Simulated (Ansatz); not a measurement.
Here is the system:

```yaml
crystal:
  lattice:
    - [4.56366, 0.00000, 0.00000]
    - [0.00000, 4.56366, 0.00000]
    - [0.00000, 0.00000, 2.92141]
  atoms:
    - { symbol: Ti, position: [0.00000, 0.00000, 0.00000] }
    - { symbol: Ti, position: [0.50000, 0.50000, 0.50000] }
    - { symbol: O, position: [0.30378, 0.30378, 0.00000] }
    - { symbol: O, position: [0.80378, 0.19622, 0.50000] }
    - { symbol: O, position: [0.19622, 0.80378, 0.50000] }
    - { symbol: O, position: [0.69622, 0.69622, 0.00000] }
```

No spin polarisation.

Level of theory: PBEsol (Ansatz, a first-principles code; PAW; 420 eV plane waves; no spin-orbit coupling). k-mesh 7×7×11 (Γ-centred); smearing 0.05 eV (Fermi–Dirac).

Task: Predict the gap character, valence-band top at Γ, space group and pressure.

Result: The gap character is direct at Γ. The valence-band top at Γ (three highest levels, from the VBM) comes out as 0.00, -0.47, -0.47 eV, the space group comes out as P4_2/mnm (No. 136) and the pressure (mean of the normal stresses, compression positive) is 4.38 GPa.

The cells carry an imposed strain or load. No phonon test of stability was made. The final runs are not spin-polarised. The cell was made from TiO$_{2}$ in the rutile structure (space group P4_2/mnm, No. 136) by this change: isotropic strain −0.60 %.
